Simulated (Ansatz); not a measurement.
The reference is CdSe in the wurtzite structure (space group P6_3mc, No. 186; a = 4.3828 Å, c = 7.1544 Å). Axes: x lies along a and z along c of the hexagonal cell.

The values are results of Kohn–Sham DFT with the PBE functional, run in Ansatz (a quantum-chemistry and plane-wave program) with PAW and 420 eV plane waves, scalar-relativistic without spin-orbit coupling, not measurements.

It is then changed as follows: the cell is stretched by 1.20 % along z with no lateral relaxation, atoms relaxed at fixed cell.

Task: Predict the stress tensor and what it implies for the stiffness.

Result: Stress of the strained cell less that of the base (GPa, compression positive):
```
  -0.36    0.00    0.00
   0.00   -0.36    0.00
   0.00    0.00   -0.86
```

Then −Δσ_ii/ε with ε = 0.0120 gives relaxed-ion elastic constants: C33 ≈ 71 GPa, C13 ≈ 30 GPa and C23 ≈ 30 GPa.

No phonon test of stability was made.
